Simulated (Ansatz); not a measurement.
Cells marked so need not be the phases stable at ambient conditions, and some may be hypothetical.

By PBEsol, each system below comes out a metal.

Ballistic conductance counts the channels of both spins, as a mean over 0.1 eV about the Fermi level; spin-orbit coupling is left out.

A. Ta (Im-3m, bcc (W type), 1 atom a cell, 18.1 Å³ an atom, -5 GPa at this level), current normal to (001)
B. HfN (Fm-3m, rock salt, 2 atoms a cell, 11.5 Å³ an atom, -2 GPa at this level), current normal to (111)
C. AlRh (Pm-3m, CsCl type, not sure to be the ambient phase, 2 atoms a cell, 13.2 Å³ an atom), current normal to (111)
D. AlRu (Pm-3m, CsCl type, not sure to be the ambient phase, 2 atoms a cell, 13.3 Å³ an atom), current normal to (110)

Question: Put the candidates in order of ballistic conductance per area, lowest first, for PBEsol (Ansatz, an electronic-structure program).

Answer: C (0.43 × 10¹⁵ S/m²), B (1.2 × 10¹⁵ S/m²), D (1.4 × 10¹⁵ S/m²), A (1.8 × 10¹⁵ S/m²)
